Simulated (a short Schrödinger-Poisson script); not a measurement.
Structure: MOS inversion layer, HfO2 on p-type Si(110), at 200 K.

From the gate side: 8.6 nm HfO2; 230 nm Si, acceptors 3.6e18 cm⁻³.

The device is made up for the run: typed textbook-type constants, with dimensions and the other settings drawn at random. HfO2: permittivity 22, conduction-band edge (eV) 1.55, gap (eV) 5.7, electron mass (mₑ) 0.2. Si: permittivity 11.7, conduction-band edge (eV) 0, gap (eV) 1.124, Nv at 300 K (cm⁻³) 3.1e19.

Channel valleys (confinement mass, in-plane density-of-states mass, number): Δ4 0.315, 0.324, 4; Δ2 0.19, 0.417, 2. At the gate the conduction-band edge of layer 1 lies 1.6 eV − eVg above the Fermi level of the channel; the field vanishes at the back. Gaps are held at their typed values at every temperature. Mesh 0.03 nm at interfaces.

Solved with a short Schrödinger-Poisson script written for these runs: 1D Poisson equation in equilibrium, electrons quantum, Hartree (BenDaniel-Duke, 12 states a valley, the channel's in-plane mass for all, wave functions ending at the dielectric), parabolic valleys, classical holes, full ionisation, no traps, pinning or gate leakage.

```tsv
Vg (V)	electrons (cm⁻²)	C (μF/cm²)	Δ4 E0 (meV from the Fermi level)	Δ2 E0 (meV from the Fermi level)
0.7	2.15e9	0.420	145.1	191.9
0.75	1.81e10	0.495	108.3	155.7
0.8	1.13e11	0.826	76.6	124.7
0.85	3.73e11	1.22	55.8	104.6
0.9	7.58e11	1.44	43.2	92.8
0.95	1.21e12	1.55	34.8	85.1
1	1.69e12	1.61	28.6	79.6
1.05	2.19e12	1.65	23.6	75.4
1.1	2.71e12	1.68	19.5	72.0
1.15	3.23e12	1.70	15.9	69.2
1.2	3.76e12	1.72	12.7	66.9
1.25	4.30e12	1.73	9.9	64.8
```

Gate voltages with under 1e9 electrons/cm² are left out.

Problem. At Vg = 1.25 V the lowest Δ4 subband lies at 9.9 meV from the Fermi level. How many electrons does it hold, and what share of all?

Solution. The two-dimensional density of states is g m/(πħ²) = 5.41e11 cm⁻² meV⁻¹ (both spins), kT = 17.2 meV, so n = D kT ln(1 + exp(−E/kT)) = 4.17e12 cm⁻², 0.97 of the 4.30e12 cm⁻² in all.

Problem. Compare the slope of the sheet density between 1.15 and 1.25 V with the geometric capacitance of the layers between gate and channel.

Solution. q Δn/ΔV = 1.71 μF/cm²; ε0/Σ(t/ε) = 2.27 μF/cm². The ratio is 0.76: the channel acts as a further capacitance in series.
